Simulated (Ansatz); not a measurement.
Base system: HfO$_{2}$ (space group P4_2/nmc, No. 137; a = 3.568 Å, c = 5.167 Å).

Now apply this change: hydrostatic tension (pressure −2 GPa).

The values are results of PBEsol (Ansatz, a first-principles code, PAW, no spin-orbit coupling), earlier PAW set, not measurements.

Base, band edges from the VBM (valence, conduction): A 0.00, 5.88; M -0.44, 5.55; R -0.99, 5.18; X -0.16, 5.02; Z -0.01, 5.29; Γ -0.08, 4.57 eV.

Q: Give the band edges at the high-symmetry points of the new zone, measured from its valence-band maximum.

A: 
| point | valence edge (eV) | conduction edge (eV) |
|---|---|---|
| Γ | -0.07 | 4.58 |
| X | -0.15 | 5.01 |
| M | -0.50 | 5.62 |
| Z | 0.00 | 5.28 |
| R | -0.95 | 5.16 |
| A | -0.02 | 5.86 |

The gap is 4.58 eV, indirect, Z → Γ.

Spin-orbit coupling, missing from the scalar runs, can matter with Hf. Load acts through the strain it causes; cell and atoms are relaxed under it. Stability against distortions was not tested. This is not the structure that HfO2 has at room temperature and ambient pressure.
